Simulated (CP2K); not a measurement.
A zone-centre phonon calculation of NaF (Fm-3m, 2 atoms in the cell) with CP2K.

Method: PBE, GPW, DZVP-MOLOPT-SR-GTH basis, GTH-PBE potentials (GTH_POTENTIALS) (CP2K).

```
NaF
1.0
    3.28373     0.00000     0.00000
    1.64186     2.84379     0.00000
    1.64186     0.94793     2.68115
Na F
1 1
Direct
  0.00000   0.00000   0.00000
  0.50000   0.50000   0.50000
```

Reference input (self-consistent single point, DFT PBE, GPW, DZVP-MOLOPT-SR-GTH basis, GTH-PBE potentials (GTH_POTENTIALS)): CUTOFF = 950 Ry; REL_CUTOFF = 50 Ry; SMEAR/METHOD = FERMI_DIRAC; ELECTRONIC_TEMPERATURE = 116.05 K; KPOINTS/SCHEME = MONKHORST-PACK 4 4 4; GAMMA_CENTERED = T; XC_FUNCTIONAL = PBE; Na/BASIS_SET = DZVP-MOLOPT-SR-GTH-q9; Na/POTENTIAL = GTH-PBE-q9; F/BASIS_SET = DZVP-MOLOPT-SR-GTH-q7; F/POTENTIAL = GTH-PBE-q7; METHOD = GPW. This run's input differs from it in these lines:

```diff
@@ -2,3 +2,3 @@
   PROJECT calc
-  RUN_TYPE ENERGY_FORCE
+  RUN_TYPE VIBRATIONAL_ANALYSIS
   PRINT_LEVEL LOW
@@ -7,3 +7,2 @@
   METHOD Quickstep
-  STRESS_TENSOR ANALYTICAL
   &DFT
@@ -14,2 +13,3 @@
       EPS_DEFAULT 1E-11
+      EXTRAPOLATION USE_GUESS
     &END QS
@@ -22,3 +22,3 @@
       SCF_GUESS ATOMIC
-      EPS_SCF 1E-7
+      EPS_SCF 1E-8
       MAX_SCF 100
@@ -33,10 +33,5 @@
       &END MIXING
-      &SMEAR ON
-        METHOD FERMI_DIRAC
-        ELECTRONIC_TEMPERATURE [K] 116.05
-      &END SMEAR
     &END SCF
     &KPOINTS
-      SCHEME MONKHORST-PACK 4 4 4
-      GAMMA_CENTERED T
+      SCHEME MONKHORST-PACK 5 5 5
     &END KPOINTS
@@ -47,12 +42,2 @@
     &PRINT
-      &MO
-        EIGENVALUES T
-        OCCUPATION_NUMBERS T
-        NDIGITS 8
-        FILENAME mo
-        &EACH
-          QS_SCF 0
-        &END EACH
-        ADD_LAST NUMERIC
-      &END MO
       &MULLIKEN OFF
@@ -83,6 +68,13 @@
     &END FORCES
-    &STRESS_TENSOR ON
-    &END STRESS_TENSOR
   &END PRINT
 &END FORCE_EVAL
+&VIBRATIONAL_ANALYSIS
+  DX 0.01
+  FULLY_PERIODIC T
+  NPROC_REP 1
+  &PRINT
+    &PROGRAM_RUN_INFO ON
+    &END PROGRAM_RUN_INFO
+  &END PRINT
+&END VIBRATIONAL_ANALYSIS
```

Log, with long lists cut:

```
 GLOBAL| Method name                                                        CP2K
 GLOBAL| Project name                                                       calc
 GLOBAL| Run type                                           VIBRATIONAL_ANALYSIS

 TOTAL NUMBERS AND MAXIMUM NUMBERS

  Total number of            - Atomic kinds:                                   2
                             - Atoms:                                          2
                             - Shell sets:                                     2
                             - Shells:                                        10
                             - Primitive Cartesian functions:                 12
                             - Cartesian basis functions:                     23
                             - Spherical basis functions:                     22

  Maximum angular momentum of- Orbital basis functions:                        2
                             - Local part of the GTH pseudopotential:          2
                             - Non-local part of the GTH pseudopotential:      1

 SCF PARAMETERS         Density guess:                                    ATOMIC
                        max_scf:                                             100
                        max_diis:                                              4
                        eps_scf:                                        1.00E-08
                        eps_diis:                                       1.00E-01
                        eps_eigval:                                     1.00E-05
                        level_shift [a.u.]:                             0.000000
                        added MOs                                         4    0
                        Mixing method:                            BROYDEN_MIXING
                                                charge density mixing in g-space
                        No outer SCF
Abort(1) on node 0 (rank 0 in comm 0): application called MPI_Abort(MPI_COMM_WORLD, 1) - process 0

 *******************************************************************************

 REPLICA| layout of the replica grid, number of groups                         1
 REPLICA| layout of the replica grid, size of each group                       1
 REPLICA| MPI process to grid (group,rank) correspondence:
  (   0 :    0,   0)

 VIB| Vibrational Analysis Info
```

The run ended unconverged in one of its stages. 

The starting cell has typed, rounded lattice constants, without a prior relaxation at this level. Its lattice was rescaled by up to half a per cent. Values carry the incompleteness of an atom-centred basis.

Cost on one core of a shared machine: roughly 3 min.
